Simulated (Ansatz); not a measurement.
GaAlN₂ (P3m1, No. 156, 4 atoms in the cell; start mp-1228894) was calculated with r²SCAN+SOC (Ansatz, a quantum-chemistry and plane-wave program, plane waves, PAW).

Run with plane-wave cutoff 560 eV, 12×12×8 k mesh (along the axes of the cell as run), Fermi–Dirac smearing 0.01 eV, PAW data made under PBE.

Cell (relaxed with PBEsol):

```cif
data_AlGaN2
_chemical_formula_sum 'Al1 Ga1 N2'
_space_group_name_H-M_alt 'P 1'
_space_group_IT_number 1
_cell_length_a 3.14665
_cell_length_b 3.14665
_cell_length_c 5.09639
_cell_angle_alpha 90.000
_cell_angle_beta 90.000
_cell_angle_gamma 120.000
loop_
_space_group_symop_operation_xyz
  'x, y, z'
loop_
_atom_site_label
_atom_site_type_symbol
_atom_site_fract_x
_atom_site_fract_y
_atom_site_fract_z
_atom_site_occupancy
Al1 Al 0.00000 0.00000 0.99952 1
Ga1 Ga 0.66667 0.33333 0.49720 1
N1 N 0.66667 0.33333 0.11257 1
N2 N 0.00000 0.00000 0.62710 1
```

Task: Estimate the band gap that the calculation returns.

Result: 
- band gap: 3.37 eV (direct)

Note: cell and atoms aren't relaxed at this level (largest force component 0.06 eV/Å, pressure -0.6 GPa).

Computed values are for the static lattice.

It cost about 3 core-minutes (a rough figure) of CPU time.

A start named mp-… is a Materials Project structure, which need not be a measured phase.
